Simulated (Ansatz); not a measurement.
Base system: TlCl in the rock salt structure (space group Fm-3m, No. 225; a cell from a computed database, its experimental status unchecked).

```
TlCl
1.0
    0.00000     3.16704     3.16704
    3.16704     0.00000     3.16704
    3.16704     3.16704     0.00000
Tl Cl
1 1
Direct
  0.00000   0.00000   0.00000
  0.50000   0.50000   0.50000
```

Method: PBEsol (Ansatz, a program for electronic structure, PAW, no spin-orbit coupling).

Base values:

The gap character is direct at L.

The change: a negative pressure, −1 GPa.

Question: What happens to the gap character?

Answer: The gap character remains direct at L.

Question: Estimate the effect on the mean gap deformation potential ΔEg/Δln V.

Answer: The mean gap deformation potential ΔEg/Δln V amounts to +3.8 eV.

Spin-orbit coupling, missing from the scalar runs, can matter with Tl. Load acts through the strain it causes; cell and atoms are relaxed under it. Stability against distortions was not tested. This is not the structure that TlCl has at room temperature and ambient pressure.
